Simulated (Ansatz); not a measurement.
The reference is GaCuSe₂ in the chalcopyrite structure (space group I-42d, No. 122; a = 5.6083 Å, c = 11.0975 Å).

All numbers come from Kohn–Sham DFT with the r2SCAN functional, run in Ansatz (an electronic-structure program) with PAW and 500 eV plane waves, no spin-orbit coupling.

Carriers are added at fixed cell with a uniform background; the Fermi–Dirac width is that of 300 K.

One change was made to it. Results:

```json
[
 {"quantity": "Fermi level relative to the doped band's edge (positive inside the band; to 0.05 eV)", "base": "–", "after": "+1.50 eV"},
 {"quantity": "gap between the host's bands", "base": "0.57 eV", "after": "0.24 eV"},
 {"quantity": "gap character", "base": "direct at Γ", "after": "direct at Γ"}
]
```

**Question.** Name the change that was made.
(A) electrons 2.0×10^21 cm⁻³
(B) electrons 1.0×10^22 cm⁻³
(C) holes 7.0×10^21 cm⁻³
(D) holes 2.0×10^21 cm⁻³
(E) holes 5.0×10^21 cm⁻³

**Answer.** B, electrons 1.0×10^22 cm⁻³. For comparison, the Fermi level from band edge in the other runs: electrons 2.0×10^21 cm⁻³ gives +1.10 eV; holes 2.0×10^21 cm⁻³ gives +0.30 eV; holes 7.0×10^21 cm⁻³ gives +0.55 eV; holes 5.0×10^21 cm⁻³ gives +0.45 eV.

Charged cell with a jellium background: band edges are those of the host's band count, energies are not comparable with the neutral cell, and many-body gap narrowing is missing. Stability against distortions was not tested. The final runs are not spin-polarised.
